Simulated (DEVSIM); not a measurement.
Structure: illuminated Si n-on-p cell, one wavelength, at 250 K.

Layer 1 from the left is Si, thickness (μm) 0.230, Nd (cm⁻³) 2.1e18, τn (s) 1.4e-6, τp (s) 4.1e-7, absorption coefficient (cm⁻¹) 16000. Layer 2 from the left is Si, thickness (μm) 300, Na (cm⁻³) 2.3e17, τn (s) 1.4e-5, τp (s) 1.4e-5, absorption coefficient (cm⁻¹) 16000.

Left contact: ohmic, minority hole recombination velocity 30000 cm/s. Right contact: ohmic, minority electron recombination velocity 2e5 cm/s. Voltage is applied to the left contact. Recombination: SRH at mid-gap, radiative, Auger. Light enters at the left, 3.6e17 photons cm⁻² s⁻¹, one pass, no reflection. Mobility is μmin + (μ − μmin)/(1 + (N/Nref)^α).

This is a model device: material constants are rounded textbook-type values typed into the input, and sizes, dopings and lifetimes were drawn at random. Values at 300 K; Nc and Nv go as T^1.5, mobilities as T to minus their exponent, the gap by Varshni's rule with the affinity fixed.

Si: gap (eV) 1.124, affinity (eV) 4.05, permittivity 11.7, Nc (cm⁻³) 2.86e19, Nv (cm⁻³) 3.1e19, μn (cm²/Vs) 1417, μp (cm²/Vs) 470, μn,min 52, μp,min 45, Nref,n 9.7e16, Nref,p 2.2e17, αn 0.68, αp 0.72, T exponent of μn 2.3, T exponent of μp 2.2, B (cm³/s) 4.7e-15, Cn (cm⁶/s) 2.8e-31, Cp (cm⁶/s) 9.9e-32, Varshni α (eV/K) 0.000473, Varshni β (K) 636.

Model (solved in DEVSIM): 1D drift-diffusion, Boltzmann statistics, complete ionisation; no tunnelling, impact ionisation, image-force lowering or self-heating.

Q: What does the simulation give for the share of generated pairs collected at short circuit, the potential step across the device at zero bias, the dark forward voltage at 1 A/cm², the open-circuit voltage?

A: share of generated pairs collected at short circuit 0.970; potential step across the device at zero bias 0.986 V; dark forward voltage at 1 A/cm² 0.834 V; open-circuit voltage 0.769 V.
